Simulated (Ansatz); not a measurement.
The starting structures come from a database of crystals and need not be the phases stable at ambient conditions.

 Where the default PAW files enter, the runs use the earlier of Ansatz's two default sets.

Inside the gap of an insulator the Bloch states are evanescent, with a wavenumber k + iκ along the transport direction.

Consider the following.

```
NbO5P
1.0
    4.21344     0.00000     0.00000
    0.00000     6.51319     0.00000
    0.00000     0.00000     6.51319
Nb P O
2 2 10
Direct
  0.77651   0.00000   0.50000
  0.22349   0.50000   0.00000
  0.50000   0.00000   0.00000
  0.50000   0.50000   0.50000
  0.28977   0.80654   0.00000
  0.28977   0.50000   0.69346
  0.28977   0.19346   0.00000
  0.28977   0.50000   0.30654
  0.71023   0.69346   0.50000
  0.71023   0.00000   0.19346
  0.71023   0.30654   0.50000
  0.71023   0.00000   0.80654
  0.80035   0.50000   0.00000
  0.19965   0.00000   0.50000
```

Space group of this cell: P4/nmm. The cell is taken as given; by PBEsol its mean pressure is -6.7 GPa.

Transport runs along the normal of the first two printed cell vectors, the (100) plane of the conventional cell.

The gap is the functional's own. No spin-orbit coupling. Mid-gap values are interpolated on the energy grid.

**Question.** Estimate the band gap and the smallest decay constant κ at mid-gap that PBEsol in Ansatz (a program for electronic structure) returns for this system.

**Answer.** Gap 3.11 eV on a 8×6×6 mesh; κ = 0.407 1/Å, at (0.500, 0.000) of the in-plane reciprocal vectors. At the zone centre, at the nearest computed energy, the slowest state has κ = 0.47 1/Å.
